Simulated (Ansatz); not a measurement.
Defect: Ge-vacancy pair (Ge on one host Ga site, one Ga site vacant) in wurtzite GaN, charge state -2. The step: a nearby Ga atom hops onto the vacant site (Ge-vacancy distance between ideal sites 3.21 Å throughout); the atom moves 3.15 Å along (-0.98, 0.00, 0.00) of the unit cell; the moving atom starts with neighbours N at 1.90, 2 N at 1.97, N at 1.99 Å and ends with N at 1.90, 2 N at 1.97, N at 1.99 Å. A PBE band in Ansatz (plane-wave PAW, one k-point at (0.125, 0.250, 0.250), 72 host sites, 56 SCF runs with any check of the saddle's order, static, no finite-size correction) gives a forward barrier of 2.18 eV. The program found a first-order saddle point. The charge state is imposed; whether it is stable for some Fermi level was not computed. Forms of the defect that were not tried may lie lower. The start lies 0.083 eV above the lowest site run (PBE).

Single points at the band's start and saddle point can refine it. Rough cost of one point, in units of the band's mean SCF on the same machine:

```
Level                                                     Cost of one point
--------------------------------------------------------  -----------------
PBE, a 2×2×2 k-point mesh shifted by half a step along c            about 5
r2SCAN at 500 eV, one k-point at (0.125, 0.250, 0.250)              about 2
```

### Question
Which of these move the barrier by more than 0.1 eV, and how far does each move it?

### Answer
PBE, a 2×2×2 k-point mesh shifted by half a step along c: -0.02 eV; r2SCAN at 500 eV, one k-point at (0.125, 0.250, 0.250): +0.28 eV. Each functional is compared with PBE at the same k-points.

Ansatz is a quantum-chemistry and plane-wave program.
